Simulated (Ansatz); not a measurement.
PdTe (model structure, within 0.1 Å of Pm-3m, No. 221, 2 atoms in the cell), treated with LDA in Ansatz (plane waves, PAW).

Settings: plane-wave cutoff 520 eV, 18×18×14 k mesh (along the axes of the cell as run), Fermi–Dirac smearing 0.05 eV, scalar-relativistic PAW data made under PBE.

Cell (relaxed at this level):

```
CELL_PARAMETERS angstrom
      3.36941     0.00000     0.00000
      0.00000     3.36941     0.00000
      0.00000     0.00000     3.35780
ATOMIC_POSITIONS crystal
  Pd 0.00000 0.00000 0.00000
  Te 0.50000 0.50000 0.50000
```

### Question
Predict the bulk modulus.

### Answer

* **bulk modulus**: 132 GPa

The run finds no gap.

Note: the bulk modulus is −V dP/dV from two relaxed cells at ±2 % in volume.

Spin–orbit coupling is not included; it can open a gap where bands touch, and shift volumes and moduli.

The computed numbers hold no vibrational or temperature effects.

The result took very roughly 4 core-minutes.

A model structure was made by putting elements into a prototype or built by hand; it is no filed structure, need not be a known phase, and can be a saddle point held by its symmetry.

Ansatz is a first-principles code.
